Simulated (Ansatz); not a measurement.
We consider GeSiO₃ (model structure, started from the PbTiO3 type, P4mm, No. 99, 5 atoms in the cell), described by r²SCAN+SOC (PAW; Ansatz, an electronic-structure program).

The input as run:

Ansatz 0.2 input:
```yaml
crystal:
  lattice:
    - [3.4223149756, 0.0, 0.0]
    - [0.0, 3.4223149756, 0.0]
    - [0.0, 0.0, 4.4557214963]
  atoms:
    - { symbol: Si, position: [0.5, 0.5, 0.604429353] }
    - { symbol: Ge, position: [0.0, 0.0, 0.1520992871] }
    - { symbol: O, position: [0.0, 0.5, 0.4830756685] }
    - { symbol: O, position: [0.5, 0.0, 0.4830756685] }
    - { symbol: O, position: [0.5, 0.5, 0.9675200229] }
basis:
  ecutwfc: 560
  ecutrho_ratio: 4
  xc_grid: 3
kpoints:
  mp_grid: { grid: [10, 10, 8] }
  band_path:
    path:
      - [0.0, 0.0, 0.0]
      - [0.0, 0.055556, 0.0]
      - [0.0, 0.111111, 0.0]
      - [0.0, 0.166667, 0.0]
      - [0.0, 0.222222, 0.0]
      - [0.0, 0.277778, 0.0]
      - [0.0, 0.333333, 0.0]
      - [0.0, 0.388889, 0.0]
      - [0.0, 0.444444, 0.0]
      - [0.0, 0.5, 0.0]
      - [0.055556, 0.5, 0.0]
      - [0.111111, 0.5, 0.0]
      - [0.166667, 0.5, 0.0]
      - [0.222222, 0.5, 0.0]
      - [0.277778, 0.5, 0.0]
      - [0.333333, 0.5, 0.0]
      - [0.388889, 0.5, 0.0]
      - [0.444444, 0.5, 0.0]
      - [0.5, 0.5, 0.0]
      - [0.461538, 0.461538, 0.0]
      - [0.423077, 0.423077, 0.0]
      - [0.384615, 0.384615, 0.0]
      - [0.346154, 0.346154, 0.0]
      - [0.307692, 0.307692, 0.0]
      - [0.269231, 0.269231, 0.0]
      - [0.230769, 0.230769, 0.0]
      - [0.192308, 0.192308, 0.0]
      - [0.153846, 0.153846, 0.0]
      - [0.115385, 0.115385, 0.0]
      - [0.076923, 0.076923, 0.0]
      - [0.038462, 0.038462, 0.0]
      - [0.0, 0.0, 0.083333]
      - [0.0, 0.0, 0.166667]
      - [0.0, 0.0, 0.25]
      - [0.0, 0.0, 0.333333]
      - [0.0, 0.0, 0.416667]
      - [0.0, 0.0, 0.5]
      - [0.0, 0.055556, 0.5]
      - [0.0, 0.111111, 0.5]
      - [0.0, 0.166667, 0.5]
      - [0.0, 0.222222, 0.5]
      - [0.0, 0.277778, 0.5]
      - [0.0, 0.333333, 0.5]
      - [0.0, 0.388889, 0.5]
      - [0.0, 0.444444, 0.5]
      - [0.0, 0.5, 0.5]
      - [0.055556, 0.5, 0.5]
      - [0.111111, 0.5, 0.5]
      - [0.166667, 0.5, 0.5]
      - [0.222222, 0.5, 0.5]
      - [0.277778, 0.5, 0.5]
      - [0.333333, 0.5, 0.5]
      - [0.388889, 0.5, 0.5]
      - [0.444444, 0.5, 0.5]
      - [0.5, 0.5, 0.5]
      - [0.461538, 0.461538, 0.5]
      - [0.423077, 0.423077, 0.5]
      - [0.384615, 0.384615, 0.5]
      - [0.346154, 0.346154, 0.5]
      - [0.307692, 0.307692, 0.5]
      - [0.269231, 0.269231, 0.5]
      - [0.230769, 0.230769, 0.5]
      - [0.192308, 0.192308, 0.5]
      - [0.153846, 0.153846, 0.5]
      - [0.115385, 0.115385, 0.5]
      - [0.076923, 0.076923, 0.5]
      - [0.038462, 0.038462, 0.5]
      - [0.0, 0.5, 0.083333]
      - [0.0, 0.5, 0.166667]
      - [0.0, 0.5, 0.25]
      - [0.0, 0.5, 0.333333]
      - [0.0, 0.5, 0.416667]
      - [0.5, 0.5, 0.083333]
      - [0.5, 0.5, 0.166667]
      - [0.5, 0.5, 0.25]
      - [0.5, 0.5, 0.333333]
      - [0.5, 0.5, 0.416667]
    npoints: 1
hamiltonian:
  xc: r2scan
  dispersion: none
  pseudopotentials: { kind: paw }
scf:
  occupations: { method: fermi_dirac, width: 0.01 }
  convergence: { dr2_threshold: 0.0000000005 }
output:
  forces: true
  stress: true
  eigenvalues: true
  write_bands: true
magnetization:
  noncollinear: true
  spin_orbit: true
```

From the output:

```
Crystal: 5 atoms, lattice volume = 52.186 Å³
Basis set: ecut = 560 eV, 1593 PW (Γ), exchange–correlation on 81×81×108 points (27 copies of the dense FFT grid, shifted against one another)
Bands: 46, of which v1, the nominal top of the filled ones, is band 36 counted from 1 (35 counted from 0)
Symmetry: 8 space group operations + 8 with time reversal
k-points: 105 of 800 (time reversal used)
Initial density: superposition of atomic densities (chi_scale 0.1, normalization cell, long waves kept (reshape's long-wave potential 0.12 eV rms))
Functional: x = r2scan, c = r2scan; τ floored in thin density (d = 2e-4 eV/Å³)
SCF 1 converged in 11 iterations: F = -6646.349928 eV  dr2 = 4.60e-11
SCF converged after 11 iterations
Free energy (F): -6646.349928 eV
Internal energy: -6646.349928 eV  (E = F + TS)
E sigma→0 (E₀):  -6646.349928 eV
Fermi energy:    10.926304 eV
--- Forces (eV/Å), atoms counted from 1 ---
  atom   1  Si     0.00000000     0.00000000     0.17228363
  atom   2  Ge     0.00000000     0.00000000     0.28594930
  atom   3  O      0.00000000     0.00000000    -0.03164003
  atom   4  O     -0.00000000     0.00000000    -0.03164003
  atom   5  O      0.00000000     0.00000000    -0.39489071
--- Stress (GPa, compression-positive) ---
       -2.856413       0.000000      -0.000000
        0.000000      -2.856413       0.000000
       -0.000000       0.000000      -3.919549
  P = ⅓ Tr σ = -3.2108 GPa (-32.108 kbar)
```

The PAW data were made under PBE.

Note: the relaxation could raise the start's symmetry but not lower it, so the cell can be a saddle point. Note: cell and atoms aren't relaxed at this level (largest force component 0.39 eV/Å, pressure -3.2 GPa).

Cost on a shared machine: about 4 core-minutes (a rough figure).

A model structure was made by putting elements into a prototype or built by hand; it is no filed structure, need not be a known phase, and can be a saddle point held by its symmetry.
